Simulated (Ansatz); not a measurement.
Base system: Y in the hcp (Mg type) structure (space group P6_3/mmc, No. 194; relaxed with 0.1 eV smearing).

```xyz
2
Lattice="3.5943 0.0000 0.0000 -1.7972 3.1128 0.0000 0.0000 0.0000 5.6099" Properties=species:S:1:pos:R:3 pbc="T T T"
Y      1.7972     1.0376     4.2074
Y      0.0000     2.0752     1.4025
```

Level of theory: Ansatz (an electronic-structure program), PBEsol, PAW, cutoff 420 eV, scalar-relativistic without spin-orbit coupling.

Strains are applied to the cell and any free atomic positions relax.

One change was made to it. Results:

| quantity | base | after |
|---|---|---|
| energy relative to the base (free energy F) | 0 meV/atom | +0.9 meV/atom |
| pressure (mean of the normal stresses, compression positive) | 0.0 GPa | -0.6 GPa |

Task: Which of these changes matches the shifts?
A) isotropic strain −2.50 %
B) isotropic strain −2.00 %
C) isotropic strain +1.50 %
D) isotropic strain +0.50 %

Result: D, isotropic strain +0.50 %. For comparison, the energy relative to the base in the other runs: isotropic strain +1.50 % gives +8.1 meV/atom; isotropic strain −2.00 % gives +15 meV/atom; isotropic strain −2.50 % gives +24 meV/atom.

No phonon test of stability was made. All final runs are without spin polarisation.
